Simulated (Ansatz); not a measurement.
MoS2: biaxial strain +2.40 %, plane normal [001], relaxed out of plane

The reference is MoS$_{2}$ (space group P6_3/mmc, No. 194; a = 3.1493 Å, c = 12.0895 Å; layered, stacked along the Cartesian z axis). Axes: x lies along a and z along c of the hexagonal cell.

Modification: biaxial strain +2.40 %, plane normal [001], relaxed out of plane (Cartesian); in-plane vectors clamped, the third vector and the atoms free.

The values are results of plane-wave PAW DFT at the PBE-D3(BJ) level (Ansatz, a quantum-chemistry and plane-wave program, 420 eV), no SOC, not measurements. k-mesh 12×12×3 (Γ-centred); smearing 0.05 eV (Fermi–Dirac).

The volume per atom increases by 0.70 Å³, from 17.31 Å³ to 18.01 Å³ and the shortest interatomic distance increases by 1.7 pm (240.0 pm → 241.7 pm). The pressure (mean of the normal stresses, compression positive) goes from zero to -4.16 GPa and the band gap drops by 0.178 eV to 0.60 eV. The gap character changes from indirect, Γ → K–Γ (44 % along) to indirect, Γ → K and the smallest direct gap shrinks by 0.25 eV (1.70 eV → 1.45 eV). The width of the top valence band rises by 0.04 eV, from 1.69 eV to 1.73 eV and the valence-band top at Γ (three highest levels, from the VBM) becomes 0.00, -1.02, -1.12 eV (base: 0.00, -1.11, -1.29 eV). The out-of-plane strain amounts to -0.78 % and the ratio −ε⊥/ε∥ amounts to 0.32. The mean in-plane stress (compression positive) is -6.2 GPa.

Gaps are read on the SCF mesh and a high-symmetry path. Whether these cells are dynamically stable was not tested.
